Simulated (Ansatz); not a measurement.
Consider Mo in the bcc (W type) structure (space group Im-3m, No. 229; relaxed with 0.1 eV smearing).

```
CELL_PARAMETERS angstrom
     -1.56498     1.56498     1.56498
      1.56498    -1.56498     1.56498
      1.56498     1.56498    -1.56498
ATOMIC_POSITIONS crystal
  Mo 0.00000 0.00000 0.00000
```

Cartesian axes are those of the cell as printed.

Computed with plane-wave PAW DFT at the PBEsol level (Ansatz, a quantum-chemistry and plane-wave program, 420 eV), no spin-orbit coupling.

For the base:

```
Item       Result
--------  -------
Pressure  0.0 GPa
```

One thing is altered: biaxial strain +1.50 %, plane normal [001], relaxed out of plane (Cartesian); in-plane vectors clamped, the third vector and the atoms free.

Problem. Estimate the effect on the pressure.

Solution. The pressure (mean of the normal stresses, compression positive) goes from zero to -5.2 GPa.

Problem. Estimate the effect on the ratio −ε⊥/ε∥.

Solution. The ratio −ε⊥/ε∥ comes out as 0.68.

Stability against distortions was not tested. The final runs are not spin-polarised.
